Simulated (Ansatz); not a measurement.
Results of r²SCAN-D4 (Ansatz, a quantum-chemistry and plane-wave program, PAW) for TiAl3 (I4/mmm, No. 139).

Numerical settings: plane-wave cutoff 560 eV, 20×20×20 k mesh, Fermi–Dirac smearing 0.05 eV, no spin polarisation, scalar-relativistic PAW data made under PBE.

Equation-of-state points:

```
V (Å³/atom)  E − E_lowest (meV/atom)
-----------  -----------------------
14.888                          9.71
15.198                          2.34
15.508                          0.00
15.819                          2.22
16.129                          8.56
```

Task: Fit the third-order Birch–Murnaghan equation and give B0 and B′.

Result: V0 = 15.507 Å³/atom, B0 = 118 GPa, B′ = 4.0 (fit to the energies at full precision).

Shape and atoms are relaxed at each volume.

Measured, for comparison: equilibrium volume per atom 15.93 Å³/atom (temperature not stated, not corrected to a static lattice; as tabulated in P. Norby and A. Norlund Christensen, Acta Chemica Scandinavica A40, 157 (1986)). Computed (rounded) less measured: equilibrium volume per atom -2.6 %.

Note: the bulk modulus comes from volumes at which shape and atoms were relaxed.

Computed values are for the static lattice.

Computing time: around 30 core-minutes (rough).
